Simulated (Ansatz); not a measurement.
The reference is InP in the zinc blende structure (space group F-43m, No. 216).

```xyz
2
Lattice="0.0000 2.9535 2.9535 2.9535 0.0000 2.9535 2.9535 2.9535 0.0000" Properties=species:S:1:pos:R:3 pbc="T T T"
In     0.0000     0.0000     0.0000
P      1.4767     1.4767     1.4767
```

Cartesian axes are those of the cell as printed.

Method: Ansatz (a first-principles code), r2SCAN, PAW, cutoff 500 eV, scalar-relativistic without spin-orbit coupling.

Strains are applied to the cell and any free atomic positions relax.

One change was made to it. Results:

The energy rises by 5.9 meV/atom; the valley order (the lowest conduction-band minima on the path, energy above the VBM, named in the base's zone) goes from Γ 1.03 eV; L along ⟨111⟩ 1.80 eV; X along ⟨100⟩ 2.04 eV to Γ 0.86 eV; L along [1-1-1] 1.48 eV; X along [001] 1.75 eV; L along [111] 1.84 eV; the valence-band top at Γ (three highest levels, from the VBM) changes from 0.00, 0.00, 0.00 eV to 0.00, -0.15, -0.26 eV.

Q: Name the change that was made.
A) tensor shear ε_xy = +0.86 %
B) tensor shear ε_xy = +2.00 %
C) tensor shear ε_xy = +0.29 %

A: B, tensor shear ε_xy = +2.00 %. For comparison, the valley order in the other runs: tensor shear ε_xy = +0.86 % gives Γ 0.97 eV; L along [1-11] 1.66 eV; L along [11-1] 1.82 eV; X along [001] 1.95 eV; tensor shear ε_xy = +0.29 % gives Γ 1.01 eV; L along [1-11] 1.75 eV; L along [11-1] 1.80 eV; X along [001] 2.02 eV.

The levels and masses belong to the bands next to the band gap. Whether these cells are dynamically stable was not tested.
